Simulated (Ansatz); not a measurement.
SnO2 (Pa-3, No. 205, 12 atoms in the cell; start mp-697; a measured phase of this formula has another space group)

Calculation: r²SCAN+rVV10 in Ansatz (plane waves, PAW).

Run with plane-wave cutoff 560 eV, 8×8×8 k mesh, Fermi–Dirac smearing 0.01 eV, scalar-relativistic PAW data made under PBE.

Cell (relaxed at this level):

```cif
data_O8Sn4
_chemical_formula_sum 'Sn4 O8'
_space_group_name_H-M_alt 'P 1'
_space_group_IT_number 1
_cell_length_a 5.08896
_cell_length_b 5.08896
_cell_length_c 5.08896
_cell_angle_alpha 90.000
_cell_angle_beta 90.000
_cell_angle_gamma 90.000
loop_
_space_group_symop_operation_xyz
  'x, y, z'
loop_
_atom_site_label
_atom_site_type_symbol
_atom_site_fract_x
_atom_site_fract_y
_atom_site_fract_z
_atom_site_occupancy
Sn1 Sn 0.00000 0.50000 0.50000 1
Sn2 Sn 0.50000 0.50000 0.00000 1
Sn3 Sn 0.50000 0.00000 0.50000 1
Sn4 Sn 0.00000 0.00000 0.00000 1
O1 O 0.34008 0.15992 0.84008 1
O2 O 0.65992 0.84008 0.15992 1
O3 O 0.15992 0.84008 0.34008 1
O4 O 0.84008 0.15992 0.65992 1
O5 O 0.84008 0.34008 0.15992 1
O6 O 0.15992 0.65992 0.84008 1
O7 O 0.65992 0.65992 0.65992 1
O8 O 0.34008 0.34008 0.34008 1
```

- band gap = 1.65 eV
- smallest direct gap on the k points sampled = 1.74 eV

Spin–orbit coupling is not included.

Static lattice: no zero-point or thermal effects.

A start named mp-… is a Materials Project structure, which need not be a measured phase.

Ansatz is a first-principles code.
